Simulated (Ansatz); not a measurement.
The starting structures come from a database of crystals and need not be the phases stable at ambient conditions.

Here is the system:

```xyz
12
Lattice="4.3012 0.0000 0.0000 2.1506 12.9321 0.0000 0.0000 0.7153 4.2413" Properties=species:S:1:pos:R:3 pbc="T T T"
Ba     4.3012     9.2345     2.8046
Ba     2.1506     4.4129     1.4367
Ba     2.1506     0.3576     2.1207
In     4.3012     2.7883     3.8917
In     2.1506    10.8591     0.3496
Cl     2.1506     7.7718     0.8703
Cl     4.3012     5.8756     3.3710
O      4.3012    10.5666     0.3989
O      2.1506     3.0808     3.8424
O      2.1506    10.9242     2.5196
O      4.3012     2.7232     1.7217
O      0.0000     0.0000     0.0000
```

The cell is taken as given; by r2SCAN it stands under a pressure of -3.2 GPa.

Transport runs along the normal of the first two printed cell vectors, the (101) plane of the conventional cell.

The gap is the functional's own. No spin-orbit coupling. Mid-gap values are those at the computed energy nearest the middle.

Predict the band gap and the smallest decay constant κ at mid-gap from r2SCAN run with Ansatz (an electronic-structure program).

Gap 1.95 eV on a 8×8×8 mesh; κ = 0.219 1/Å, at the zone centre.
